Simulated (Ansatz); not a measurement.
# Response to strain and stress in AlCo

The parent structure is AlCo in the CsCl type structure (space group Pm-3m, No. 221; weakly magnetic (sensitive to the mesh); relaxed with 0.1 eV smearing).

```
CELL_PARAMETERS angstrom
      2.82503     0.00000     0.00000
      0.00000     2.82503     0.00000
      0.00000     0.00000     2.82503
ATOMIC_POSITIONS crystal
  Al 0.00000 0.00000 0.00000
  Co 0.50000 0.50000 0.50000
```

Cartesian axes are those of the cell as printed.

Strains are applied to the cell and any free atomic positions relax; under biaxial strain the out-of-plane vector relaxes too; under stress the whole cell relaxes.

The values are results of r2SCAN in Ansatz (plane waves to 500 eV, PAW, scalar-relativistic without spin-orbit coupling), not measurements.

Candidates:
(a) uniaxial stress, 5 GPa compression along z
(b) isotropic strain +4.35 %
(c) biaxial strain +4.01 %, plane normal [111], relaxed out of plane

Notes on the quantities. energy relative to the base: free energy F.

### Question
Order them by energy relative to the base, lowest first.

### Answer
(a) uniaxial stress, 5 GPa compression along z (+3.2 meV/atom), (c) biaxial strain +4.01 %, plane normal [111], relaxed out of plane (+47 meV/atom), (b) isotropic strain +4.35 % (+100 meV/atom)

The magnetic state is the one reached from the starting moments; the real material's order can differ, and small cells can't hold many antiferromagnetic ones. Beyond what the load breaks, stability against distortions was not tested. Starting moments died away, wholly or in part, for the base; another magnetic solution may exist.

Ansatz is an electronic-structure program.
